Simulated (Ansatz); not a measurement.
The reference is BaF₂ (space group P6_3/mmc, No. 194; a = 4.358 Å, c = 5.996 Å; a cell from a computed database, its experimental status unchecked).

Levels (all Ansatz, an electronic-structure program, PAW): PBEsol (420 eV, without spin-orbit coupling); HSE06 (420 eV, scalar-relativistic without spin-orbit coupling).

Its gap is 5.98 eV with PBEsol and 8.12 eV with HSE06.

Perturbation: a hydrostatic pressure of 1.5 GPa.

With PBEsol the gap becomes 5.92 eV.

### Question
If the HSE06 correction stayed the same, what would the HSE06 gap be, and what does the HSE06 run give?

### Answer
A rigid correction of +2.14 eV gives 8.06 eV. The HSE06 run gives 8.06 eV, so the two effects roughly add.

Single points use the geometry relaxed with PBEsol. HSE06 gaps are upper bounds (no full band path). Load acts through the strain it causes; cell and atoms are relaxed under it. Whether these cells are dynamically stable was not tested.
